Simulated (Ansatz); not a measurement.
Consider this model of amorphous Si$_{24}$O$_{49}$Ca.

```xyz
74
Lattice="10.6130 -0.2851 -0.0225 -0.2851 10.1077 -0.0785 -0.0225 -0.0785 9.8779" Properties=species:S:1:pos:R:3 pbc="T T T"
Si     6.3083     1.8008     4.1948
Si     7.6006     9.3147     4.1587
Si     4.5477     7.3365     0.3600
Si     1.0403     0.3018     1.3017
Si     0.8230     4.3059     8.6253
Si     6.5636     3.3798     6.7372
Si     1.1410     3.0809     5.7632
Si     5.5019     5.6525     4.8916
Si     0.1426     0.4986     4.2709
Si     2.6982     2.9467     0.8331
Si     5.6559     7.2114     7.4742
Si     3.6292     3.4275     3.8369
Si     8.8844     0.4524     0.1842
Si     0.7100     7.3303     7.4381
Si    10.3016     5.5025     5.0483
Si     9.6822     5.5138     2.0535
Si     4.6063     2.1703     8.6510
Si     5.8264     9.6293     9.1345
Si     8.4615     7.2544     6.5587
Si     8.2071     2.8405     1.8598
Si     1.6673     7.3684     1.6066
Si     1.6471     8.0961     4.5582
Si     6.9868     6.9197     2.3815
Si     8.5528     3.0228     8.9542
O      0.1533     4.2550     5.1464
O      9.8000     7.7075     7.3915
O      6.5544     0.1744     4.1166
O      3.0503     6.9162     0.8459
O      2.9510     8.7824     5.0531
O      1.8784     7.2043     3.2153
O      8.8854     1.4234     8.8116
O      7.8329     8.3517     5.4950
O      2.8366     3.4091     2.4078
O      0.3327     9.0848     4.5305
O      6.5139     6.2559     3.7854
O      7.3582     9.4152     9.6799
O      8.9658     5.8406     5.8885
O      5.3480     3.3620     7.7952
O      9.9413     3.8141     9.2025
O      0.7107     0.8677     2.7996
O      4.7528     2.2275     3.8918
O      5.8286     1.0855     9.0253
O      5.0259     6.7669     6.0272
O      7.5329     8.4006     2.8053
O      0.8320     5.8417     8.0785
O      7.2463     6.8662     7.5779
O      2.5986     3.2247     5.0776
O      0.3492     6.4167     1.2182
O      1.9679     1.4839     0.6856
O      6.6699     2.0747     5.7656
O     10.0015     6.0087     3.5666
O      3.4450     1.5045     7.8292
O      0.9170     6.8652     5.6719
O      7.9460     3.5531     7.5628
O      4.8359     6.6005     8.7521
O      1.1310     3.3087     7.3679
O      8.2376     6.1627     1.6387
O      1.8681     4.0723    -0.0258
O      1.8157     8.3239     7.8867
O      5.5471     8.8732     7.6530
O      4.2835     4.9119     4.1078
O      4.2031     2.8746     0.2335
O      7.1999     2.7203     3.1419
O      9.4595     3.8812     2.1644
O     10.3180    -0.2764     0.3725
O      1.4716     8.9521     1.2888
O      9.1370     0.2342     4.2315
O      0.5954     1.5935     5.3883
O      7.6164     3.3560     0.4017
O      5.6998     6.8513     1.3977
O      8.6657     1.2977     1.5734
O      4.7497     8.9722     0.2313
O      6.4011     4.6158     5.7263
Ca     3.2769     9.6292     6.9920
```

Level of theory: PBE, scalar-relativistic without spin-orbit coupling (plane waves to 420 eV, PAW; Ansatz, a first-principles code).

Preparation: random packing, a CHGNet melt and quench, and a DFT relaxation. O atoms were pushed apart under 1.9 Å during the dynamics, to hinder bonds among them. The hot cell started wider than the set density and was brought back towards it in steps. It is the lowest in DFT energy of 2 quenches. It is a model cell: composition and starting density were chosen by hand, and all elements were melted together. No dispersion term was used. Its density started from a set value of 2.23 and ended at 2.35 g/cm³. Cooling (nominally 400 K/ps over its main leg) ran many orders faster than in experiment, which tends to leave more defects and strain. A cell of this size samples the disorder only roughly. Volume and shape were free in the relaxation.

Neighbours within Si-Si 2.60 Å, Si-O 1.98 Å, Si-Ca 3.16 Å, O-O 1.58 Å, O-Ca 2.90 Å, Ca-Ca 3.87 Å count as bonded. Two cations that share two anions don't count as bonded, nor two that share one unless they lie closer than Si-Si 2.38 Å, Si-Ca 3.07 Å, Ca-Ca 3.77 Å.

Problem. Give the coordination numbers, mean bond lengths and angles.

Solution. 
```
Property                                                         Result
---------------------------------  ------------------------------------
Mean coordination of Si by anions                      4.00 (24 with 4)
Mean coordination of O                       2.04 (47 with 2, 2 with 3)
Mean coordination of Ca by anions                       4.00 (1 with 4)
Mean Si-O bond                     1.638 Å (spread 0.036 Å, 96 counted)
Mean O-Ca bond                      2.226 Å (spread 0.148 Å, 4 counted)
Bond angle at Si                               mean 109.4°, spread 4.6°
Bond angle at O                               mean 137.7°, spread 14.0°
Bond angle at Ca                              mean 109.2°, spread 12.4°
```

Problem. Which atoms depart from the most common coordination of their element?

Solution. O53 has 3 (Si15 1.74 Å, Si22 1.81 Å, Si14 1.84 Å); O60 has 3 (Si11 1.67 Å, Si18 1.69 Å, Ca74 2.48 Å).

Problem. List the pairs of like atoms that count as bonded by the rules above.

Solution. There are none by these rules.
